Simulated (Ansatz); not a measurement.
# A constructed model of the (111) surface of fcc Cu, p(2x2) surface alloy, Zn on one Cu site of the top plane (bottom of the slab: a bare face, its two planes held)

These are PBE (plane waves to 420 eV, PAW; Ansatz, a first-principles code) values and carry that method's errors.

Model: 24-atom slab, 10.5 Å thick at the start (thin: gaps and levels are the slab's own), 9x9x1 mesh, Fermi-Dirac 0.1 eV, dipole correction, 8 atoms held, the rest relaxed; held to the start's symmetry, so lower structures may exist; no spin, no spin-orbit, no U. It is one candidate, not shown to be the stable structure of the face.

work function of the top face: 4.75 eV
energy released by relaxation: 0.038 eV
cost: around 16 core-minutes (rough)
